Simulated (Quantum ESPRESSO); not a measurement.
Several settings converged on Tc (P-3m1, 2 atoms in the cell)

```yaml
crystal:
  lattice:
    - [1.36315, -2.36104, 0.00000]
    - [1.36315, 2.36104, 0.00000]
    - [0.00000, 0.00000, 4.36805]
  atoms:
    - { symbol: Tc, position: [0.33333, 0.66667, 0.26145] }
    - { symbol: Tc, position: [0.66667, 0.33333, 0.75000] }
```

Base method: PBEsol, GBRV 1.5 ultrasoft (PBESOL) pseudopotentials (plane waves; Quantum ESPRESSO).

Base settings: ecutwfc = 40 Ry; ecutrho = 320 Ry; occupations = smearing; smearing = gauss; degauss = 0.0073499 Ry; potentials = {Tc: tc_pbesol_v1.uspp.F.UPF}; K_POINTS = automatic 10 10 6 0 0 0; conv_thr = 1e-10 Ry; mixing_beta = 0.5.

The count of work is k-points × plane waves × bands × iterations; it is no time. 

**The k-point mesh at a smearing width of 0.02 eV**

In this ladder: degauss = 0.00147 Ry.

Only quantities that move along the ladder and can be compared are tabulated.

| K_POINTS | free energy less the last step's (meV/atom) | pressure (GPa) | largest difference of a force vector from the last step's (eV/Å) | count of work / last |
|---|---|---|---|---|
| automatic 5 5 3 0 0 0 | -60.46 | -2.62 | 0.243 | 0.012 |
| automatic 7 7 4 0 0 0 | -2.10 | -1.66 | 0.321 | 0.030 |
| automatic 10 10 6 0 0 0 | 1.72 | -1.47 | 0.107 | 0.076 |
| automatic 15 15 8 0 0 0 | 1.74 | -1.58 | 0.033 | 0.19 |
| automatic 22 22 12 0 0 0 | 0.10 | -1.55 | 0.008 | 0.60 |
| automatic 27 27 15 0 0 0 | 0.00 | -1.51 | 0.000 | 1.0 |

Coarsest K_POINTS that holds the pressure within 1 GPa of the last step, with all finer ones: automatic 7 7 4 0 0 0, at 0.030 of the last step's count of work; the step before is off by 1.1 GPa.

Coarsest K_POINTS that holds the forces within 0.02 eV/Å of the last step, with all finer ones: automatic 22 22 12 0 0 0; the step before is off by 0.033 eV/Å.

Coarsest K_POINTS that holds the free energy within 0.5 meV/atom of the last step, with all finer ones: automatic 22 22 12 0 0 0; the step before is off by 1.7 meV/atom.

**The width of Gaussian smearing**

In this ladder: K_POINTS = automatic 16 16 10 0 0 0.

Narrow widths need finer meshes than wide ones, so the last steps can hold mesh noise.

Only quantities that move along the ladder and can be compared are tabulated; pressure and forces are left out, as mesh noise rules them at narrow widths.

```tsv
degauss	free energy less the last step's (meV/atom)	energy extrapolated to zero width less the last step's (meV/atom)
0.073499 Ry	-251.82	2.77
0.036749 Ry	-59.76	0.87
0.02205 Ry	-19.72	-0.02
0.0073499 Ry	0.00	0.00
```

Widest degauss that holds the energy extrapolated to zero width within 1 meV/atom of the last step, with all finer ones: 0.036749 Ry; the step before is off by 2.8 meV/atom.

Widest degauss that holds the free energy within 5 meV/atom: not settled: the last two steps still differ by 20 meV/atom, over half the tolerance, so the ladder does not show it.

The extrapolation to zero width removes most of the smearing's effect on the energy.

**The SCF threshold**

The mesh stays at the base's, so the ladder's end is converged at best in this setting alone.

Only quantities that move along the ladder and can be compared are tabulated.

| conv_thr | free energy less the last step's (meV/atom) | largest difference of a force vector from the last step's (eV/Å) | count of work / last |
|---|---|---|---|
| 0.0073 Ry | 21.18 | 0.444 | 0.21 |
| 7.3e-05 Ry | 0.02 | 0.016 | 0.50 |
| 7.3e-07 Ry | 0.00 | 0.000 | 0.57 |
| 7.3e-09 Ry | 0.00 | 0.000 | 0.71 |
| 1e-10 Ry | 0.00 | 0.000 | 0.79 |
| 7.3e-12 Ry | 0.00 | 0.000 | 0.93 |
| 7.3e-14 Ry | 0.00 | 0.000 | 1.0 |

Coarsest conv_thr that holds the free energy within 0.5 meV/atom of the last step, with all finer ones: 7.3e-05 Ry; the step before is off by 21 meV/atom.

Coarsest conv_thr that holds the forces within 0.005 eV/Å of the last step, with all finer ones: 7.3e-07 Ry; the step before is off by 0.016 eV/Å.

On the base run: the starting cell has typed, rounded lattice constants, without a prior relaxation at this level. Its lattice was rescaled by up to half a per cent. One atom was moved a little off its site on purpose. Spin polarisation is off.

Left out of this page: 2 runs of the series outside the window shown, repeating another row's setting, or not comparable.
